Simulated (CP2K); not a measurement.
Band structure of YIn5Rh (P4/mmm, 7 atoms in the cell).

```
CELL_PARAMETERS angstrom
      4.63782     0.00000     0.00000
      0.00000     4.63782     0.00000
      0.00000     0.00000     7.44293
ATOMIC_POSITIONS crystal
  Y  0.00000 0.00000 0.00000
  In 0.00000 0.50000 0.30143
  In 0.00000 0.50000 0.69857
  In 0.50000 0.00000 0.30143
  In 0.50000 0.00000 0.69857
  In 0.50000 0.50000 0.00000
  Rh 0.00000 0.00000 0.50000
```

Level of theory: PBEsol, GPW, DZVP-MOLOPT-SR-GTH basis, GTH-PBE potentials (GTH_POTENTIALS) in CP2K.

Settings: CUTOFF = 500 Ry; REL_CUTOFF = 50 Ry; SMEAR/METHOD = FERMI_DIRAC; ELECTRONIC_TEMPERATURE = 1578.21 K; KPOINTS/SCHEME = MONKHORST-PACK 5 5 3; XC_FUNCTIONAL = PBE:PBESOL; Y/BASIS_SET = DZVP-MOLOPT-SR-GTH-q11; Y/POTENTIAL = GTH-PBE-q11; In/BASIS_SET = DZVP-MOLOPT-SR-GTH-q13; In/POTENTIAL = GTH-PBE-q13; Rh/BASIS_SET = DZVP-MOLOPT-SR-GTH-q17; Rh/POTENTIAL = GTH-PBE-q17; METHOD = GPW; EPS_DEFAULT = 1e-11.

The starting cell comes from a database of computed structures (which also holds hypothetical and non-ambient phases and stackings), without a prior relaxation at this level. Spin polarisation is off. Values carry the incompleteness of an atom-centred basis. The potentials were made for another functional than the one used.

Levels in eV from the Fermi level, bands 43 to 48:
```csv
point,43,44,45,46,47,48
Γ,-1.84,-1.84,-0.74,0.61,0.61,1.23
X,-2.01,-1.78,-0.99,0.52,0.86,1.14
M,-2.29,-2.28,-2.05,-1.88,-1.30,-1.30
Z,-1.77,-1.77,-1.18,-0.01,-0.01,0.17
R,-1.70,-1.39,-1.14,-0.45,0.17,0.45
A,-2.02,-2.02,-1.87,-1.26,-0.84,-0.84
```

Bands cross the Fermi level along this path, so the cell is metallic at this level.

Higher empty bands are left out: an atom-centred basis made for the valence describes them poorly.
